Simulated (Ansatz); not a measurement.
## MnP-type NiSi (1 0 0) on silicon (0 0 1), B on 3 of 6 substrate sites at each interface (film strained to the substrate, faces as cut)

A periodic stack without vacuum, MnP-type NiSi (1 0 0) on silicon (0 0 1), B on 3 of 6 substrate sites at each interface (film strained to the substrate, faces as cut): substrate slab Si66B6, film Ni40Si30, surface cells [[0, -1], [6, 2]] and [[0, -1], [5, -1]], film strained by -2.6 and -2.4 %, faces Si/Si and Ni/Ni as cut (like faces can put a slab off its formula).

The start was prepared with a machine-learned potential, and the result is one local minimum, with the in-plane cell held and forces under 0.04 eV/Å; the film can end far from its bulk form.

These are PBE (plane waves to 420 eV, PAW; Ansatz, a first-principles code) values and carry that method's errors. Spin–orbit coupling is left out; the runs are not spin-polarised; PBE gaps are too small against experiment. Its k-point mesh 5×2×1, Fermi–Dirac width 0.05 eV.

interface area: 89.8 Å²
period: 24.73 Å
gaps between the outermost planes at the two interfaces: 0.61 and 0.61 Å
Ni–Si contacts across the interfaces within 1.22 times the sum of covalent radii: 35, mean 2.39 Å
B–Ni contacts across the interfaces within 1.22 times the sum of covalent radii: 16, mean 2.10 Å
B–Si contacts across the interfaces within 1.22 times the sum of covalent radii: 5, mean 2.14 Å
Si–Si contacts across the interfaces within 1.22 times the sum of covalent radii: 4, mean 2.55 Å
hole barrier (PBE): 0.16 eV
electron barrier (PBE): 0.45 eV

```yaml
crystal:
  lattice:
    - [5.46909, -0.00015, -0.11887]
    - [5.46976, 16.40996, -0.14287]
    - [-1.05276, 2.22769, 24.75427]
  atoms:
    - { symbol: Si, position: [0.98960, 0.97734, 0.06825] }
    - { symbol: Si, position: [0.30217, 0.16374, 0.04729] }
    - { symbol: Si, position: [0.63467, 0.31052, 0.06825] }
    - { symbol: Si, position: [0.99752, 0.48814, 0.07224] }
    - { symbol: Si, position: [0.29438, 0.62144, 0.07227] }
    - { symbol: Si, position: [0.63966, 0.81021, 0.06972] }
    - { symbol: B, position: [0.00770, 0.06891, 0.01496] }
    - { symbol: B, position: [0.50062, 0.24793, 0.01483] }
    - { symbol: Si, position: [0.61940, 0.45743, 0.03105] }
    - { symbol: B, position: [0.23251, 0.53236, 0.02565] }
    - { symbol: Si, position: [0.42499, 0.72664, 0.03026] }
    - { symbol: Si, position: [0.92180, 0.86497, 0.02066] }
    - { symbol: Si, position: [0.52751, 0.97093, 0.17558] }
    - { symbol: Si, position: [0.85573, 0.13159, 0.16979] }
    - { symbol: Si, position: [0.19006, 0.29421, 0.17764] }
    - { symbol: Si, position: [0.53110, 0.45974, 0.18022] }
    - { symbol: Si, position: [0.85381, 0.63209, 0.18182] }
    - { symbol: Si, position: [0.19533, 0.79617, 0.17620] }
    - { symbol: Si, position: [0.64120, 0.06174, 0.11180] }
    - { symbol: Si, position: [0.01528, 0.22183, 0.11589] }
    - { symbol: Si, position: [0.33157, 0.38594, 0.12474] }
    - { symbol: Si, position: [0.67457, 0.55349, 0.12831] }
    - { symbol: Si, position: [0.00009, 0.71715, 0.12279] }
    - { symbol: Si, position: [0.34349, 0.89065, 0.12508] }
    - { symbol: Si, position: [0.07688, 0.95056, 0.28645] }
    - { symbol: Si, position: [0.40563, 0.11615, 0.28564] }
    - { symbol: Si, position: [0.73809, 0.27889, 0.28795] }
    - { symbol: Si, position: [0.07153, 0.44885, 0.28854] }
    - { symbol: Si, position: [0.40290, 0.61563, 0.28929] }
    - { symbol: Si, position: [0.73801, 0.78539, 0.28670] }
    - { symbol: Si, position: [0.20761, 0.04268, 0.22947] }
    - { symbol: Si, position: [0.55560, 0.20450, 0.22957] }
    - { symbol: Si, position: [0.88638, 0.36935, 0.23467] }
    - { symbol: Si, position: [0.21739, 0.53917, 0.23378] }
    - { symbol: Si, position: [0.54236, 0.70819, 0.23495] }
    - { symbol: Si, position: [0.88347, 0.87586, 0.23040] }
    - { symbol: Si, position: [0.63134, 0.93335, 0.39728] }
    - { symbol: Si, position: [0.95615, 0.09980, 0.39914] }
    - { symbol: Si, position: [0.27508, 0.26965, 0.39675] }
    - { symbol: Si, position: [0.62055, 0.43241, 0.39912] }
    - { symbol: Si, position: [0.94555, 0.60276, 0.39869] }
    - { symbol: Si, position: [0.28440, 0.76935, 0.39695] }
    - { symbol: Si, position: [0.76287, 0.02597, 0.34159] }
    - { symbol: Si, position: [0.09804, 0.18977, 0.34260] }
    - { symbol: Si, position: [0.42954, 0.35773, 0.34261] }
    - { symbol: Si, position: [0.76000, 0.52477, 0.34411] }
    - { symbol: Si, position: [0.09020, 0.69321, 0.34296] }
    - { symbol: Si, position: [0.43313, 0.85968, 0.34235] }
    - { symbol: Si, position: [0.20544, 0.91258, 0.51372] }
    - { symbol: Si, position: [0.50688, 0.08611, 0.50226] }
    - { symbol: Si, position: [0.81819, 0.25563, 0.51150] }
    - { symbol: Si, position: [0.18041, 0.41590, 0.51247] }
    - { symbol: Si, position: [0.50098, 0.58314, 0.50532] }
    - { symbol: Si, position: [0.82926, 0.75787, 0.50766] }
    - { symbol: Si, position: [0.32090, 0.00496, 0.45246] }
    - { symbol: Si, position: [0.63273, 0.18258, 0.45103] }
    - { symbol: Si, position: [0.97888, 0.34265, 0.45588] }
    - { symbol: Si, position: [0.30037, 0.50820, 0.45223] }
    - { symbol: Si, position: [0.63452, 0.68049, 0.45364] }
    - { symbol: Si, position: [0.98991, 0.84556, 0.45442] }
    - { symbol: B, position: [0.75955, 0.92175, 0.60046] }
    - { symbol: B, position: [0.06258, 0.06182, 0.60892] }
    - { symbol: Si, position: [0.22902, 0.25609, 0.59184] }
    - { symbol: B, position: [0.72207, 0.41287, 0.61668] }
    - { symbol: Si, position: [0.83547, 0.61573, 0.59728] }
    - { symbol: Si, position: [0.27349, 0.73544, 0.61906] }
    - { symbol: Si, position: [0.87546, 0.00409, 0.55768] }
    - { symbol: Si, position: [0.15648, 0.14015, 0.55375] }
    - { symbol: Si, position: [0.54251, 0.33476, 0.57597] }
    - { symbol: Si, position: [0.83297, 0.48456, 0.56218] }
    - { symbol: Si, position: [0.17275, 0.65357, 0.55723] }
    - { symbol: Si, position: [0.59523, 0.83713, 0.57547] }
    - { symbol: Ni, position: [0.19882, 0.12142, 0.74944] }
    - { symbol: Ni, position: [0.01441, 0.30559, 0.76283] }
    - { symbol: Ni, position: [0.81307, 0.50652, 0.76076] }
    - { symbol: Ni, position: [0.61528, 0.70520, 0.75384] }
    - { symbol: Ni, position: [0.40296, 0.91733, 0.75321] }
    - { symbol: Ni, position: [0.28291, 0.12745, 0.64383] }
    - { symbol: Ni, position: [0.07346, 0.33820, 0.65479] }
    - { symbol: Ni, position: [0.90658, 0.50140, 0.65337] }
    - { symbol: Ni, position: [0.68021, 0.72670, 0.64832] }
    - { symbol: Ni, position: [0.49591, 0.92937, 0.65199] }
    - { symbol: Ni, position: [0.79685, 0.01550, 0.64881] }
    - { symbol: Ni, position: [0.54522, 0.24031, 0.65682] }
    - { symbol: Ni, position: [0.38939, 0.41461, 0.65181] }
    - { symbol: Ni, position: [0.17408, 0.61833, 0.65607] }
    - { symbol: Ni, position: [0.95492, 0.82855, 0.65598] }
    - { symbol: Ni, position: [0.93417, 0.02028, 0.75732] }
    - { symbol: Ni, position: [0.73877, 0.21054, 0.75940] }
    - { symbol: Ni, position: [0.54532, 0.40642, 0.77309] }
    - { symbol: Ni, position: [0.34701, 0.60345, 0.76014] }
    - { symbol: Ni, position: [0.13890, 0.80894, 0.75995] }
    - { symbol: Si, position: [0.59258, 0.12001, 0.71003] }
    - { symbol: Si, position: [0.38165, 0.32079, 0.72471] }
    - { symbol: Si, position: [0.20459, 0.50450, 0.72014] }
    - { symbol: Si, position: [0.99839, 0.71146, 0.71845] }
    - { symbol: Si, position: [0.79509, 0.92018, 0.72146] }
    - { symbol: Si, position: [0.18087, 0.02473, 0.68852] }
    - { symbol: Si, position: [0.96440, 0.22798, 0.68257] }
    - { symbol: Si, position: [0.75389, 0.41306, 0.70040] }
    - { symbol: Si, position: [0.59382, 0.61000, 0.68725] }
    - { symbol: Si, position: [0.36600, 0.82577, 0.68823] }
    - { symbol: Ni, position: [0.29026, 0.08018, 0.97232] }
    - { symbol: Ni, position: [0.14673, 0.26938, 0.97274] }
    - { symbol: Ni, position: [0.91790, 0.49742, 0.97896] }
    - { symbol: Ni, position: [0.66276, 0.70028, 0.95807] }
    - { symbol: Ni, position: [0.53437, 0.86311, 0.97356] }
    - { symbol: Ni, position: [0.39320, 0.09300, 0.87018] }
    - { symbol: Ni, position: [0.19004, 0.29038, 0.86614] }
    - { symbol: Ni, position: [0.99437, 0.49411, 0.87308] }
    - { symbol: Ni, position: [0.77765, 0.69635, 0.85850] }
    - { symbol: Ni, position: [0.56738, 0.90852, 0.85208] }
    - { symbol: Ni, position: [0.85058, 0.00750, 0.86555] }
    - { symbol: Ni, position: [0.67433, 0.18187, 0.86872] }
    - { symbol: Ni, position: [0.46849, 0.39391, 0.87566] }
    - { symbol: Ni, position: [0.26001, 0.59418, 0.87157] }
    - { symbol: Ni, position: [0.04646, 0.80084, 0.85993] }
    - { symbol: Ni, position: [0.04432, 0.96922, 0.97433] }
    - { symbol: Ni, position: [0.85741, 0.18484, 0.99013] }
    - { symbol: Ni, position: [0.65210, 0.35432, 0.97836] }
    - { symbol: Ni, position: [0.40779, 0.60022, 0.97825] }
    - { symbol: Ni, position: [0.18793, 0.79821, 0.95893] }
    - { symbol: Si, position: [0.69304, 0.08841, 0.94803] }
    - { symbol: Si, position: [0.50759, 0.27008, 0.93178] }
    - { symbol: Si, position: [0.31168, 0.48375, 0.94533] }
    - { symbol: Si, position: [0.05730, 0.69604, 0.93094] }
    - { symbol: Si, position: [0.83737, 0.89782, 0.92358] }
    - { symbol: Si, position: [0.00212, 0.10316, 0.82547] }
    - { symbol: Si, position: [0.77519, 0.29423, 0.83443] }
    - { symbol: Si, position: [0.58690, 0.49980, 0.83495] }
    - { symbol: Si, position: [0.36658, 0.69783, 0.82515] }
    - { symbol: Si, position: [0.15016, 0.91066, 0.82275] }
    - { symbol: Si, position: [0.28816, 0.98339, 0.90893] }
    - { symbol: Si, position: [0.06509, 0.18673, 0.90936] }
    - { symbol: Si, position: [0.89836, 0.38611, 0.91670] }
    - { symbol: Si, position: [0.67026, 0.59293, 0.90895] }
    - { symbol: Si, position: [0.46005, 0.80201, 0.89374] }
    - { symbol: Si, position: [0.54974, 0.01934, 0.79204] }
    - { symbol: Si, position: [0.37150, 0.20082, 0.79836] }
    - { symbol: Si, position: [0.15955, 0.40295, 0.80454] }
    - { symbol: Si, position: [0.97018, 0.60029, 0.79817] }
    - { symbol: Si, position: [0.74450, 0.80611, 0.79166] }
```
